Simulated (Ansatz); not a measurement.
Functionals compared on a constructed model of the (0001) surface of hcp Os, a pseudomorphic layer of Ta in the host's stacking (bottom of the slab: a bare face, its two planes held), in Ansatz (plane waves, PAW). The structure was relaxed with PBE; the other rows are single points on it. Cutoff 420 eV (500 eV for r2SCAN).

Slab: 7 atoms, 13.7 Å thick at the start; k 16x16x1, smearing 0.1 eV, dipole-corrected; 2 atoms held, the rest relaxed; start symmetry kept, larger cells not searched; no spin, no spin-orbit, no U. It is one candidate, not shown to be the stable structure of the face. These notes are the PBE run's.

```json
[
 {"functional": "PBE", "work function of the top face (eV)": "5.18", "rough cost of the single point": "–"},
 {"functional": "RPBE", "work function of the top face (eV)": "5.04", "rough cost of the single point": "about 40 core-seconds (a rough figure)"},
 {"functional": "r2SCAN", "work function of the top face (eV)": "5.27", "rough cost of the single point": "around 80 core-seconds (rough)"}
]
```

Ansatz is a quantum-chemistry and plane-wave program.
